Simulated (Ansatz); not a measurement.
**Effect of uniaxial strain ε_zz = −1.00 % on HfN**

Consider HfN in the rock salt structure (space group Fm-3m, No. 225; a = 4.468 Å; relaxed with 0.1 eV smearing). Axes: x, y, z lie along the cube axes.

One thing is altered: uniaxial strain ε_zz = −1.00 %, all other strain components held at zero, atoms relaxed at fixed cell.

All numbers come from plane-wave PAW DFT at the LDA level (Ansatz, an electronic-structure program, 420 eV), spin-orbit coupling left out. k-mesh 22×22×22 (Γ-centred); smearing 0.1 eV (Fermi–Dirac).

```tsv
quantity	base	changed	shift
volume per atom	11.15 Å³	11.04 Å³	-0.11 Å³
space group	Fm-3m (No. 225)	I4/mmm (No. 139)	–
energy relative to the base (free energy F)	0 meV/atom	+2.4 meV/atom	+2.4 meV/atom
band gap	zero	zero	–
stress (xx, yy, zz, yz, xz, xy; compression positive)	–	(1.2, 1.2, 7.2, 0.0, 0.0, 0.0) GPa	–
```

Cost of the whole job for the changed cell (relaxation, final SCF and bands): very roughly 29 core-seconds.

No phonon test of stability was made. The final runs are not spin-polarised. An odd electron count without spin: HfN.
